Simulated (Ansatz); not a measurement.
**MgO, response to strain**

The reference is MgO in the rock salt structure (space group Fm-3m, No. 225).

```xyz
2
Lattice="0.0000 2.1071 2.1071 2.1071 0.0000 2.1071 2.1071 2.1071 0.0000" Properties=species:S:1:pos:R:3 pbc="T T T"
O      0.0000     0.0000     0.0000
Mg     2.1071     2.1071     2.1071
```

Cartesian axes are those of the cell as printed.

Strains are applied to the cell and any free atomic positions relax; under biaxial strain the out-of-plane vector relaxes too; under stress the whole cell relaxes.

Levels (all Ansatz, a first-principles code, PAW): PBEsol (420 eV, without spin-orbit coupling); r2SCAN (500 eV, no spin-orbit coupling); HSE06 (420 eV, no SOC).

Band gaps by level, all at the geometries relaxed with PBEsol:

| case | PBEsol | r2SCAN | HSE06 |
|---|---|---|---|
| base | 4.62 eV | 5.61 eV | 6.47 eV |
| biaxial strain +4.14 %, plane normal [001], relaxed out of plane | 4.02 eV | 4.98 eV | 5.78 eV |
| uniaxial strain ε_zz = −1.75 % | 4.78 eV | 5.78 eV | 6.64 eV |
| strain tensor (xx, yy, zz, yz, xz, xy) = (−0.38, +1.43, +2.80, +0.06, −2.64, +0.56) % | 4.03 eV | 5.00 eV | 5.84 eV |
| tensor shear ε_xy = −0.57 % | 4.58 eV | 5.57 eV | 6.42 eV |
| uniaxial stress, 1 GPa tension along x | 4.59 eV | 5.58 eV | 6.43 eV |

Single points use the geometry relaxed with PBEsol. Stability under load was not tested beyond the relaxation.
